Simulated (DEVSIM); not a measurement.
Device: Al/SiON/p-GaAs capacitor, at 300 K.

```tsv
layer (left to right)	material	thickness (nm)	Na (cm⁻³)
1	SiON	2.30	-
2	GaAs	12000	3.1e15
```

Metal gate on the left, work function 4.1 eV. Fixed charge at the semiconductor interface 4.1e10 cm⁻² (in units of +e); no interface traps.

The device is made up for the run: typed textbook-type constants, with dimensions and the other settings drawn at random. Values at 300 K.

| parameter | SiON | GaAs |
|---|---|---|
| gap (eV) | 7 | 1.424 |
| affinity (eV) | 1.4 | 4.07 |
| permittivity | 5.5 | 12.9 |
| Nc (cm⁻³) | - | 4.7e17 |
| Nv (cm⁻³) | - | 9e18 |

Model (solved in DEVSIM): 1D Poisson equation in equilibrium, Boltzmann statistics, complete ionisation; no quantum confinement or tunnelling. Metal contacts follow the ideal Schottky-Mott rule: no Fermi-level pinning, no interface dipoles.

The interface trap density was swept, all else fixed.

```csv
interface trap density (cm^-2 eV^-1),flat-band voltage (V),threshold voltage (band bending 2φF) (V),minimum of the low-frequency capacitance (μF/cm²)
0,-1.19,-0.09,0.0174
1e10,-1.19,-0.09,0.0189
1e11,-1.19,-0.08,0.0330
3e11,-1.20,-0.07,0.0636
1e12,-1.23,-0.04,0.164
2e12,-1.27,0.00,0.292
```

From the first row to the last the flat-band voltage goes from -1.19 to -1.27. From the first row to the last the threshold voltage (band bending 2φF) goes from -0.09 to 0.00.
